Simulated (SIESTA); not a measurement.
A self-consistent single point of HfAl5Ni2 (I4/mmm, 8 atoms in the cell) with SIESTA

Level of theory: SIESTA with LDA PW92, numerical atomic orbitals DZP, PseudoDojo LDA standard norm-conserving potentials (rewritten from UPF to PSML).

Input as run:

```
# files in the folder: Hf.psml Al.psml Ni.psml (PseudoDojo LDA standard)
SystemName  HfAl5Ni2
SystemLabel HfAl5Ni2

NumberOfAtoms                8
NumberOfSpecies              3
%block ChemicalSpeciesLabel
  1 72 Hf
  2 13 Al
  3 28 Ni
%endblock ChemicalSpeciesLabel
LatticeConstant              1.0 Ang
%block LatticeVectors
    -1.990080000    1.990080000    7.199275000
     1.990080000   -1.990080000    7.199275000
     1.990080000    1.990080000   -7.199275000
%endblock LatticeVectors
AtomicCoordinatesFormat      Bohr
%block AtomicCoordinatesAndAtomicSpecies
     0.000000000    0.000000000    0.000000000  1
     0.000000000    3.760706166    4.010381099  2
     3.760706166    0.000000000    9.594276947  2
     3.760706166    0.000000000    4.010381099  2
     0.000000000    3.760706166    9.594276947  2
     0.000000000    0.000000000   13.604658046  2
     0.000000000   -0.000000000    6.532412607  3
    -0.000000000    0.000000000   20.676903484  3
%endblock AtomicCoordinatesAndAtomicSpecies

XC.functional                LDA
XC.authors                   PW92
PAO.BasisSize                DZP
PAO.EnergyShift              0.005 Ry
MeshCutoff                   400 Ry
%block kgrid.MonkhorstPack
    7   0   0  0.0
    0   7   0  0.0
    0   0   7  0.0
%endblock kgrid.MonkhorstPack
OccupationFunction           FD
ElectronicTemperature        100.0 meV

MaxSCFIterations             150
SCF.Mixer.Method             Pulay
SCF.Mixer.Weight             0.25
SCF.Mixer.History            8
SCF.DM.Tolerance             1.0E-04
Diag.ParallelOverK           true
WriteForces                  true
```

The program printed (abridged):

```
reinit: Reading from file input.fdf

reinit: System Name: HfAl5Ni2
reinit: System Label: HfAl5Ni2

coor:   Atomic-coordinates input format  =     Cartesian coordinates
coor:                                            (in Bohr units)

siesta: Atomic coordinates (Bohr) and species
siesta:      0.00000   0.00000   0.00000  1        1
siesta:      0.00000   3.76071   4.01038  2        2
siesta:      3.76071   0.00000   9.59428  2        3
siesta:      3.76071   0.00000   4.01038  2        4
siesta:      0.00000   3.76071   9.59428  2        5
siesta:      0.00000   0.00000  13.60466  2        6
siesta:      0.00000  -0.00000   6.53241  3        7
siesta:     -0.00000   0.00000  20.67690  3        8

siesta: System type = bulk

initatomlists: Number of atoms, orbitals, and projectors:      8   122   158

siesta: ******************** Simulation parameters ****************************
redata: Spin configuration                          = none
redata: Time-Reversal Symmetry                      = T
redata: Number of Atomic Species                    =        3
redata: Mesh Cutoff                                 =   400.0000 Ry
redata: Net charge of the system                    =     0.0000 |e|
redata: Min. number of SCF Iter                     =        0
redata: Max. number of SCF Iter                     =      150
redata: SCF convergence failure will abort job
redata: SCF mix quantity                            = Hamiltonian
redata: Mix DM or H after convergence               =   F
redata: Recompute H after scf cycle                 =   F
redata: Mix DM in first SCF step                    =   T
redata: No kicks to SCF
redata: DM Mixing Weight for Kicks                  =     0.5000
redata: Require Harris convergence for SCF          =   F
redata: Harris energy tolerance for SCF             =     0.000100 eV
redata: Require DM convergence for SCF              =   T
   [... lines left out ...]
diag: Parallel distribution                         =     1 x     1
diag: Used triangular part                          = Lower
diag: Absolute tolerance                            =  0.100E-15
diag: Orthogonalization factor                      =  0.100E-05
diag: Memory factor                                 =  1.0000

superc: Internal auxiliary supercell:     7 x     7 x     7  =     343
superc: Number of atoms, orbitals, and projectors:   2744  41846  54194

                        Single-point calculation

superc: Internal auxiliary supercell:     7 x     7 x     7  =     343
superc: Number of atoms, orbitals, and projectors:   2744  41846  54194

outcell: Unit cell vectors (Ang):
       -1.990080    1.990080    7.199275
        1.990080   -1.990080    7.199275
        1.990080    1.990080   -7.199275

outcell: Cell vector modules (Ang)   :    7.729838    7.729838    7.729838
outcell: Cell angles (23,13,12) (deg):    150.1619    150.1619     42.7038
outcell: Cell volume (Ang**3)        :    114.0486
new_DM -- step:     1
Initializing Density Matrix...

Attempting to read DM from file... Failed...
DM filled with atomic data:

InitMesh: MESH = 80 x 80 x 64 = 409600
InitMesh: Mesh cutoff (required, used) =   400.000   430.600 Ry

stepf: Fermi-Dirac step function
        iscf     Eharris(eV)        E_KS(eV)     FreeEng(eV)     dDmax    Ef(eV) dHmax(eV)
   scf:    1   -10869.036212   -10959.152720   -10959.275947  1.482847 -4.653516 26.851522
   scf:    2   -10825.134031   -10945.021238   -10945.079882  0.340495 -5.889184 32.018612
   scf:    3   -10999.465886   -10981.740680   -10981.818245  0.243543 -5.837205  9.250229
   scf:    4   -10984.966556   -10984.989446   -10985.062809  0.058894 -5.647633  0.899274
   scf:    5   -10985.031188   -10985.023708   -10985.097613  0.041114 -5.681464  0.418272
   scf:    6   -10985.025830   -10985.030901   -10985.105918  0.042243 -5.682410  0.314066
   [... 2 lines left out ...]
   scf:    9   -10985.033533   -10985.033972   -10985.108907  0.001215 -5.691927  0.049865
   scf:   10   -10985.033975   -10985.034056   -10985.108996  0.000602 -5.690738  0.017681
   scf:   11   -10985.034065   -10985.034061   -10985.109000  0.000041 -5.690778  0.014575
   scf:   12   -10985.034079   -10985.034073   -10985.109008  0.000108 -5.691079  0.000219
   scf:   13   -10985.034073   -10985.034073   -10985.109008  0.000003 -5.691081  0.000100
SCF Convergence by DM+H criterion
max |DM_out - DM_in|         :     0.0000029772
max |H_out - H_in|      (eV) :     0.0000996650
SCF cycle converged after 13 iterations

Using DM_out to compute the final energy and forces

siesta: E_KS(eV) =           -10985.0341

siesta: E_KS - E_eggbox =    -10985.0341

siesta: Atomic forces (eV/Ang):
     1    0.000000    0.000000    0.000001
     2    0.000030    0.000011    0.060249
     3   -0.000030   -0.000011   -0.060249
     4    0.000011    0.000030    0.060249
     5   -0.000011   -0.000030   -0.060249
     6    0.000000    0.000000    0.000001
     7   -0.000131   -0.000131   -0.037888
     8    0.000132    0.000132    0.037887
   Tot    0.000000    0.000000    0.000000
   Max    0.060249
   Res    0.026919    sqrt( Sum f_i^2 / 3N )
   Max    0.060249    constrained

Stress tensor Voigt[x,y,z,yz,xz,xy] (kbar):       56.01       56.01       50.32       -0.02       -0.02       -0.03
(Free)E + p*V (eV/cell)   -10988.9611
Target enthalpy (eV/cell)   -10985.1090

siesta: Program's energy decomposition (eV):
siesta: Ebs     =     -1972.089358
siesta: Eions   =     14445.646528
siesta: Ena     =      1591.999386
siesta: Ekin    =      4825.302283
siesta: Enl     =     -1336.520005
siesta: Eso     =         0.000000
siesta: Edftu   =         0.000000
siesta: DEna    =        73.996309
siesta: DUscf   =         1.559381
siesta: DUext   =         0.000000
siesta: Ex      =     -1551.507255
siesta: Ec      =      -144.217644
siesta: Exc     =     -1695.724898
siesta: Eharris =    -10985.034073
siesta: Etot    =    -10985.034073
siesta: FreeEng =    -10985.109008

siesta: Atomic forces (eV/Ang):
siesta:      1    0.000000    0.000000    0.000001
siesta:      2    0.000030    0.000011    0.060249
siesta:      3   -0.000030   -0.000011   -0.060249
siesta:      4    0.000011    0.000030    0.060249
siesta:      5   -0.000011   -0.000030   -0.060249
siesta:      6    0.000000    0.000000    0.000001
siesta:      7   -0.000131   -0.000131   -0.037888
siesta:      8    0.000132    0.000132    0.037887
siesta: ----------------------------------------
siesta:    Tot    0.000000    0.000000    0.000000

siesta: Stress tensor (static) (eV/Ang**3):
siesta:     0.034961   -0.000021   -0.000011
siesta:    -0.000021    0.034961   -0.000011
siesta:    -0.000011   -0.000011    0.031407

siesta: Cell volume =        114.048565 Ang**3

siesta: Pressure (static):
siesta:                Solid            Molecule  Units
siesta:          -0.00036787         -0.00036556  Ry/Bohr**3
siesta:          -0.03377620         -0.03356415  eV/Ang**3
siesta:         -54.11544590        -53.77570423  kBar
```

The run converged in 13 iterations.

The starting cell comes from a database of computed structures (which also holds hypothetical and non-ambient phases and stackings), without a prior relaxation at this level. Spin polarisation is off. Values carry the incompleteness of an atom-centred basis. With a pressure of about -5 GPa the cell is away from its equilibrium volume at this level.

Cost on one core of a shared machine: roughly 7 min.
